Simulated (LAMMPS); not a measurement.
System: a melt made from C (diamond structure), 216 atoms, at 4400 K and 0 GPa, brought to that temperature within a few picoseconds.

Model: classical MD, pair style gw, file SiC.gw, run in LAMMPS.

| r (Å) | g(r) |
|---|---|
| 1.220 | 0.000 |
| 1.260 | 0.008 |
| 1.300 | 0.032 |
| 1.340 | 0.052 |
| 1.380 | 0.077 |
| 1.420 | 0.205 |
| 1.460 | 0.444 |
| 1.500 | 0.593 |
| 1.540 | 0.866 |
| 1.580 | 1.21 |
| 1.620 | 1.29 |
| 1.660 | 1.64 |
| 1.700 | 1.89 |
| 1.740 | 2.08 |
| 1.780 | 1.83 |
| 1.820 | 1.86 |
| 1.860 | 1.79 |
| 1.900 | 1.53 |
| 1.940 | 1.57 |
| 1.980 | 1.24 |
| 2.020 | 1.12 |
| 2.060 | 1.00 |
| 2.100 | 0.880 |
| 2.140 | 0.903 |
| 2.180 | 0.640 |
| 2.220 | 0.606 |
| 2.260 | 0.407 |
| 2.300 | 0.345 |
| 2.340 | 0.365 |
| 2.380 | 0.417 |
| 2.420 | 0.556 |
| 2.460 | 0.754 |
| 2.500 | 0.858 |
| 2.540 | 0.924 |
| 2.580 | 0.932 |
| 2.620 | 0.938 |
| 2.660 | 0.937 |
| 2.700 | 0.988 |
| 2.740 | 1.06 |
| 2.780 | 1.09 |
| 2.820 | 1.05 |
| 2.860 | 1.06 |
| 2.900 | 1.04 |
| 2.940 | 1.13 |
| 2.980 | 1.07 |
| 3.020 | 1.12 |
| 3.060 | 1.14 |
| 3.100 | 1.12 |
| 3.140 | 1.16 |
| 3.180 | 1.17 |
| 3.220 | 1.10 |
| 3.260 | 1.09 |
| 3.300 | 1.10 |
| 3.340 | 1.07 |
| 3.380 | 1.09 |
| 3.420 | 1.09 |
| 3.460 | 1.00 |
| 3.500 | 0.998 |
| 3.540 | 0.978 |
| 3.580 | 0.975 |
| 3.620 | 0.973 |
| 3.660 | 0.943 |
| 3.700 | 1.00 |
| 3.740 | 0.945 |
| 3.780 | 0.988 |
| 3.820 | 0.994 |
| 3.860 | 0.968 |
| 3.900 | 0.962 |
| 3.940 | 0.934 |
| 3.980 | 1.01 |
| 4.020 | 0.929 |
| 4.060 | 0.957 |
| 4.100 | 1.06 |
| 4.140 | 0.992 |
| 4.180 | 0.951 |
| 4.220 | 1.01 |
| 4.260 | 1.02 |
| 4.300 | 0.968 |
| 4.340 | 1.03 |
| 4.380 | 1.04 |
| 4.420 | 0.998 |
| 4.460 | 1.00 |
| 4.500 | 1.02 |
| 4.540 | 0.958 |
| 4.580 | 0.998 |
| 4.620 | 1.01 |
| 4.660 | 1.00 |
| 4.700 | 0.988 |
| 4.740 | 0.947 |
| 4.780 | 0.992 |
| 4.820 | 1.02 |
| 4.860 | 0.966 |
| 4.900 | 1.04 |
| 4.940 | 0.996 |
| 4.980 | 1.04 |
| 5.020 | 1.01 |
| 5.060 | 1.00 |
| 5.100 | 0.979 |
| 5.140 | 1.01 |
| 5.180 | 1.00 |
| 5.220 | 0.994 |

Read from the full data:
- state found: liquid
- first peak of g(r): 1.75 Å, height 2.1
- coordination number: 4.12 (counted to 2.30 Å)

Caution: the potential SiC.gw is made for SiC, not for the elements. Caution: with SiC.gw the 0 K volume of this crystal is 28 % off the measured one. Caution: at ambient pressure real C sublimes or decomposes before or as it melts, so this liquid is the model's.
